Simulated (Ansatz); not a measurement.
Cr₂AlB₂ (Cmmm, No. 65, 5 atoms in the cell; start mp-7692) was calculated with LDA in Ansatz (plane waves, PAW).

Run with plane-wave cutoff 520 eV, 20×20×18 k mesh (along the axes of the cell as run), Fermi–Dirac smearing 0.05 eV, no spin polarisation, scalar-relativistic PAW data made under PBE.

Cell (relaxed at this level):

AlCr$_{2}$B$_{2}$ has the orthorhombic space group Cmmm (No. 65), Pearson symbol oS10. Cell: a = 2.879 Å, b = 10.877 Å, c = 2.878 Å, α = 90.00°, β = 90.00°, γ = 90.00°. Al on 2a has 2 B at 2.235 Å and 8 Cr at 2.594 Å and 4 Al at 2.878 Å. Cr on 4j is coordinated by 6 B at 2.130–2.148 Å and 4 Al at 2.594 Å and 2 Cr at 2.647 Å and 4 Cr at 2.878 Å. B on 4i has 2 B at 1.735 Å and 6 Cr at 2.130–2.148 Å and 1 Al at 2.235 Å. (Neighbours: up to the widest gap in distance over summed covalent radii, below 1.35, at either atom; cation-cation and far metal-metal contacts left out.)
(The calculation used a cell of 5 atoms; values per cell refer to that cell.)

Problem. What does this level give for the bulk modulus B0?

Solution. 
bulk modulus B0: 254 GPa

Note: the run has no spin polarisation, so it can have missed a magnetic state; the bulk modulus is −V dP/dV from two relaxed cells at ±2 % in volume; the relaxation could not lower the start's symmetry, so the cell can be a saddle point above a distorted one.

The computed numbers hold no vibrational or temperature effects.

A start named mp-… is a Materials Project structure, which need not be a measured phase.

Ansatz is a program for electronic structure.
